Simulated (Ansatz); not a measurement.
Given:

```
CELL_PARAMETERS angstrom
      5.95457     0.00000     0.00000
      0.00000     6.68810     0.00000
      0.00000     0.00000     3.20450
ATOMIC_POSITIONS crystal
  Sb 0.31795 0.85767 0.50000
  Sb 0.68205 0.14233 0.50000
  Sb 0.81795 0.64233 0.00000
  Sb 0.18205 0.35767 0.00000
  Os 0.50000 0.50000 0.50000
  Os 0.00000 0.00000 0.00000
```

No spin polarisation.

Electron doping at 5.0×10^21 cm⁻³ (0.638 per cell), with a uniform compensating background at fixed cell and a 300 K Fermi–Dirac width.

Level of theory: DFT with PBEsol, PAW potentials and a 420 eV plane-wave cutoff in Ansatz (a quantum-chemistry and plane-wave program), no spin-orbit coupling. k-mesh 8×7×15 (Γ-centred); smearing 0.0259 eV (Fermi–Dirac).

**Question.** What gap between the host's bands does the calculation give?

**Answer.** 0.46 eV.

**Question.** What Fermi level relative to the doped band's edge (positive inside the band; to 0.05 eV) does the calculation give?

**Answer.** +0.55 eV.

Charged cell with a jellium background: band edges are those of the host's band count, energies are not comparable with the neutral cell, and many-body gap narrowing is missing. Spin-orbit coupling, missing from the scalar runs, can matter with Os and Sb. Stability against distortions was not tested. The cell was made from OsSb2 (space group Pnnm, No. 58) by this change: electrons 5.0×10^21 cm⁻³.
